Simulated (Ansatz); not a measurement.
Base system: Mg2Ge in the anti-fluorite structure (space group Fm-3m, No. 225; a = 6.421 Å).

Level of theory: PBE in Ansatz (plane waves to 420 eV, PAW, no SOC).

One change was made to it. Results:

```csv
quantity,base,after
electron mass,"0.55 mₑ along k, 0.19 mₑ across (at X)","0.56 mₑ along k, 0.19 mₑ across (at X)"
band gap,0.17 eV,0.14 eV
smallest direct gap,0.95 eV,1.11 eV
lattice parameter a,6.421 Å,6.361 Å
```

Task: Name the change that was made.
(A) pressure 1.5 GPa
(B) pressure 0.7 GPa
(C) pressure −2 GPa

Result: A, pressure 1.5 GPa. For comparison, the electron mass in the other runs: pressure −2 GPa gives 0.55 mₑ along k, 0.19 mₑ across (at X); pressure 0.7 GPa gives 0.55 mₑ along k, 0.19 mₑ across (at X).

Load acts through the strain it causes; cell and atoms are relaxed under it. Masses are band curvatures over ±0.01 Å⁻¹ around the edge. Along k means along the line from Γ to the band edge. Stability against distortions was not tested. The zero or small gap of Mg2Ge can change with the level of theory.

Ansatz is a first-principles code.
